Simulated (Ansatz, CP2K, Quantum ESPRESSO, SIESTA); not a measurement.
**NiS (R3m, 6 atoms in the cell) computed with different codes at matched settings**

Self-consistent single point.

```xyz
6
Lattice="4.7883 2.7645 1.0501 -4.7883 2.7645 1.0501 0.0000 -5.5290 1.0501" Properties=species:S:1:pos:R:3 pbc="T T T"
Ni     1.2581     0.7264     1.5263
Ni    -1.2581     0.7264     1.5263
Ni     0.0000    -1.4527     1.5263
S      3.1805     1.8363     1.0732
S     -3.1805     1.8363     1.0732
S      0.0000    -3.6725     1.0732
```

Shared settings, as Ansatz (a quantum-chemistry and plane-wave program) writes them: kpoints.mp_grid.grid = 7 7 7; scf.occupations.method = fermi_dirac; scf.occupations.width = 0.136 eV. Potentials and cutoffs stand in the table.

```json
[
 {"code": "SIESTA", "model": "GGA PBEsol, numerical atomic orbitals DZP, PseudoDojo PBEsol standard norm-conserving potentials (rewritten from UPF to PSML)", "pressure (GPa)": "-10.86", "largest force (eV/Å)": "0.237", "cutoff": "grid 400 Ry"},
 {"code": "CP2K", "model": "PBEsol, GPW, DZVP-MOLOPT-SR-GTH basis, GTH-PBE potentials (GTH_POTENTIALS)", "pressure (GPa)": "-5.82", "largest force (eV/Å)": "0.089", "cutoff": "grid 600 Ry"},
 {"code": "Ansatz", "model": "PBEsol, PAW files made with PBE", "pressure (GPa)": "-6.60", "largest force (eV/Å)": "0.090", "cutoff": "default"},
 {"code": "Quantum ESPRESSO", "model": "PBEsol, PSlibrary ultrasoft (PBE) pseudopotentials", "pressure (GPa)": "-6.55", "largest force (eV/Å)": "0.071", "cutoff": "50 Ry"}
]
```

Size of the force on each atom (eV/Å): Sizes of forces hide their directions.

```tsv
code	Ni1	Ni2	Ni3	S4	S5	S6
SIESTA	0.237	0.237	0.237	0.082	0.082	0.082
CP2K	0.077	0.077	0.077	0.089	0.089	0.089
Ansatz	0.090	0.090	0.090	0.086	0.086	0.086
Quantum ESPRESSO	0.071	0.071	0.071	0.062	0.062	0.062
```

On Ansatz's run: spin polarisation is off, so a magnetic state, if there is one, cannot be reached.

The spread over the programs that give each value: pressure within 5.04 GPa; largest force within 0.166 eV/Å.

SIESTA and CP2K use small atom-centred bases, whose incompleteness enters pressures, forces and empty levels differently from a plane-wave cutoff. Ansatz's pressure is given at a fixed set of plane waves, as the other plane-wave codes print theirs; with its correction for the finite basis it is -6.54 GPa. In the pressure, SIESTA (by 4.29) lies more than 1 GPa from the median of the plane-wave programs. In the force vectors, SIESTA (by 0.186) lies more than 0.08 eV/Å from the median of the plane-wave programs.

The starting cell comes from a database of computed structures (which also holds hypothetical and non-ambient phases and stackings), without a prior relaxation at this level. Its lattice was rescaled by a random factor within 2.5 % of one.

Keys are those of Ansatz 0.2.
